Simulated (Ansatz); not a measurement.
Ansatz (a first-principles code) run on CaGa₂ (P3m1, 6 atoms in the cell): relaxation of the atoms.

Level of theory: LDA (PW92), default PAW files made with PBE (plane waves; Ansatz).

The change in words: one atom moved by 0.15 angstrom; relax: default → atoms; relax.f_tol: default → 0.001 eV/Å. Reference geometry:
```
CaGa2
1.0
    4.46548     0.00000     0.00000
   -2.23274     3.86722     0.00000
    0.00000     0.00000     7.42460
Ca Ga
2 4
Direct
  0.00000   0.00000   0.25000
  0.00000   0.00000   0.75000
  0.33333   0.66667   0.04253
  0.66667   0.33333   0.95747
  0.66667   0.33333   0.54253
  0.33333   0.66667   0.45747
```

Reference input (self-consistent single point, DFT, LDA (PW92), plane waves, default PAW files made with PBE): basis.ecutwfc = 30.9 Ry; kpoints.mp_grid.grid = 9 9 5; hamiltonian.xc = lda; hamiltonian.pseudopotentials = {kind: paw} (the program's default PAW files); scf.occupations.method = fermi_dirac; scf.occupations.width = 0.0073 Ry. This run's input differs from it in these lines:

```diff
@@ -7,3 +7,3 @@
   atoms:
-    - { symbol: Ca, position: [0.000000, 0.000000, 0.250000] }
+    - { symbol: Ca, position: [0.000000, 0.000000, 0.270203] }
     - { symbol: Ca, position: [0.000000, 0.000000, 0.750000] }
@@ -26,2 +26,4 @@
     width: 0.0073 Ry
+relax:
+  f_tol: 0.001
 output:
```

Output (repeated stretches shortened):

```
   [... SCF lines of the steps left out ...]
relax step   1: F+E_penalty+E_count = -18376.56215591 eV  Δ(F+E_penalty+E_count) = +0.000e0 eV  max|allowed force component| = 6.997e-1 eV/Å  Δτ_max = 0.0000 Å  (9 SCF iters, dr2 threshold 1.00e-7 eV, accepted)
relax step   2: F+E_penalty+E_count = -18376.57259471 eV  Δ(F+E_penalty+E_count) = -1.044e-2 eV  max|allowed force component| = 5.056e-1 eV/Å  Δτ_max = 0.1950 Å  (7 SCF iters, dr2 threshold 3.06e-5 eV, accepted)
   [... lines left out ...]
relax step   5: F+E_penalty+E_count = -18376.61456906 eV  Δ(F+E_penalty+E_count) = +2.719e-5 eV  max|allowed force component| = 1.431e-2 eV/Å  Δτ_max = 0.0047 Å  (6 SCF iters, dr2 threshold 1.15e-8 eV, rejected (line search))
relax step   6: F+E_penalty+E_count = -18376.61463872 eV  Δ(F+E_penalty+E_count) = -4.247e-5 eV  max|allowed force component| = 2.022e-3 eV/Å  Δτ_max = 0.0022 Å  (6 SCF iters, dr2 threshold 1.15e-8 eV, accepted)
relax step   7: F+E_penalty+E_count = -18376.61464002 eV  Δ(F+E_penalty+E_count) = -1.296e-6 eV  max|allowed force component| = 8.837e-5 eV/Å  Δτ_max = 0.0005 Å  (6 SCF iters, accepted)
the relaxation is at rest under the 6 symmetry operations that the run kept from its start: a minimum is not shown …
Free energy (F): -18376.614640 eV
Internal energy: -18376.583543 eV  (E = F + TS)
E sigma→0 (E₀):  -18376.599091 eV
Entropy (-TS):   -0.031097 eV (-5.183 meV/atom)
Fermi energy:    8.921890 eV
--- Forces (eV/Å), atoms counted from 1 ---
  atom   1  Ca     0.00000000    -0.00000000    -0.00008829
  atom   2  Ca     0.00000000     0.00000000    -0.00003807
  atom   3  Ga     0.00000000    -0.00000000    -0.00004456
  atom   4  Ga     0.00000000     0.00000000     0.00004026
  atom   5  Ga     0.00000000     0.00000000     0.00006785
  atom   6  Ga     0.00000000    -0.00000000     0.00006326
   [... lines left out ...]
    - { symbol: Ga, position: [0.3333333333333333, 0.6666666666666666, 0.04594067323698768] }
    - { symbol: Ga, position: [0.6666666666666667, 0.3333333333333333, 0.9607959548988183] }
    - { symbol: Ga, position: [0.6666666666666667, 0.3333333333333333, 0.5459352599611648] }
    - { symbol: Ga, position: [0.3333333333333333, 0.6666666666666666, 0.4607925376479084] }
```

The run converged. 

Summary of the result:
Free energy E − TS (on the zero of these files): -18376.6146 eV
Fermi level (on the code's own zero): 8.92 eV
Pressure: -4.38 GPa
Relaxation steps: 7

The starting cell comes from a database of computed structures (which also holds hypothetical and non-ambient phases and stackings), without a prior relaxation at this level. Its lattice was rescaled by up to half a per cent. For this run, on top of that: one atom moved by 0.15 angstrom. The relaxation keeps the symmetry of its start, so its end need not be a minimum. Ansatz's pressure includes its estimate of the finite-basis (Pulay) stress.

Cost on one core of a shared machine: roughly 3 min.

Keys are those of Ansatz 0.2.
